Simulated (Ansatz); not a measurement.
Seebeck coefficient (μV/K, mean over directions) of n-type CsPbCl₃ (Pm-3m) against carrier density, PBEsol with spin-orbit coupling, rigid bands (Ansatz, a program for electronic structure). Computed gap 0.62 eV; densities at which minority carriers matter at this gap, or further valleys turn the trend, are left out. Conductivity mass 0.164 mₑ (harmonic mean over directions), N_c = 1.5e18 cm⁻³ at 300 K.

| electron density | 300 K | 500 K |
|---|---|---|
| 1e17 cm⁻³ | ? | -519 |
| 1e18 cm⁻³ | -252 | -324 |
| 3e18 cm⁻³ | ? | -236 |
| 1e19 cm⁻³ | -97 | -150 |
| 3e19 cm⁻³ | -56 | -93 |
| 1e20 cm⁻³ | -34 | -56 |
| 3e20 cm⁻³ | ? | -40 |
| 1e21 cm⁻³ | -20 | -32 |

Complete the blanks.


- 1e17 cm⁻³, 300 K: -444
- 3e18 cm⁻³, 300 K: -169
- 3e20 cm⁻³, 300 K: -24

Rigid bands with a gap fixed in temperature, one relaxation time for all states, no polarons or phonon drag, and whether or not such doping can be reached.

CsPbCl3 (Pm-3m): a high-temperature phase held by its symmetry.
